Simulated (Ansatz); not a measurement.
Consider Hf in the hcp (Mg type) structure (space group P6_3/mmc, No. 194; a = 3.198 Å, c = 5.049 Å; relaxed with 0.1 eV smearing).

Level of theory: Ansatz (a quantum-chemistry and plane-wave program), r2SCAN, PAW, cutoff 500 eV, without spin-orbit coupling.

Base values:

Pressure: 0.0 GPa

One thing is altered: every lattice vector is stretched by 0.50 %, atoms relaxed at fixed cell.

Q: What does the calculation give for the pressure after the change?

A: The pressure (mean of the normal stresses, compression positive) goes from zero to -1.6 GPa.

Q: Estimate the effect on the energy relative to the base.

A: The energy grows by 1.7 meV/atom.

The cells carry an imposed strain or load. No phonon test of stability was made. The final runs are not spin-polarised.
